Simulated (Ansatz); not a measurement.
Data:

```
Hf
1.0
    3.19633     0.00000     0.00000
   -1.59816     2.76810     0.00000
    0.00000     0.00000     5.05910
Hf
2
Direct
  0.33333   0.66667   0.75000
  0.66667   0.33333   0.25000
```

No spin polarisation.

Computed with PBEsol/PAW in Ansatz (an electronic-structure program), no spin-orbit coupling. Γ-centred 17×17×9 mesh, Fermi–Dirac width 0.05 eV.

Question: What band gap does the calculation give?

Answer: Zero.

Question: Estimate the pressure (mean of the normal stresses, compression positive).

Answer: -3.8 GPa.

Question: Estimate the space group.

Answer: P6_3/mmc (No. 194).

The cells carry an imposed strain or load. Whether these cells are dynamically stable was not tested. The final runs are not spin-polarised. The cell was made from Hf in the hcp (Mg type) structure (space group P6_3/mmc, No. 194) by this change: isotropic strain +1.18 %.
